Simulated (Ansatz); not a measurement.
**Ni: Ni → Pd**

Base system: Ni in the fcc (Cu type) structure (space group Fm-3m, No. 225; a = 3.4798 Å; ferromagnetic).

Perturbation: full substitution Ni → Pd, then cell and atoms are relaxed.

The values are results of Kohn–Sham DFT with the r2SCAN functional, run in Ansatz (a first-principles code) with PAW and 500 eV plane waves, scalar-relativistic without spin-orbit coupling, earlier PAW set, not measurements. k-mesh 20×20×20 (Γ-centred); smearing 0.05 eV (Fermi–Dirac), for the changed cell.

```json
[
 {"quantity": "volume per atom", "base": "10.53 Å³", "changed": "14.96 Å³", "shift": "+4.43 Å³"},
 {"quantity": "density", "base": "9.25 g/cm³", "changed": "11.81 g/cm³", "shift": "+2.56 g/cm³"},
 {"quantity": "lattice parameter a", "base": "348.0 pm", "changed": "391.1 pm", "shift": "+43.17 pm"},
 {"quantity": "space group", "base": "Fm-3m (No. 225)", "changed": "Fm-3m (No. 225)", "shift": "–"},
 {"quantity": "shortest interatomic distance", "base": "246.1 pm", "changed": "276.6 pm", "shift": "+30.5 pm"},
 {"quantity": "band gap", "base": "zero", "changed": "zero", "shift": "–"}
]
```

The magnetic state is the one reached from the starting moments; the real material's order can differ, and small cells can't hold many antiferromagnetic ones. No phonon test of stability was made. Spin-polarised in the final run: base; the other runs are not. Pd lies near a magnetic instability that expansion can trigger; it was not tested. Pd has a high density of states at the Fermi level and may be magnetic at this level.
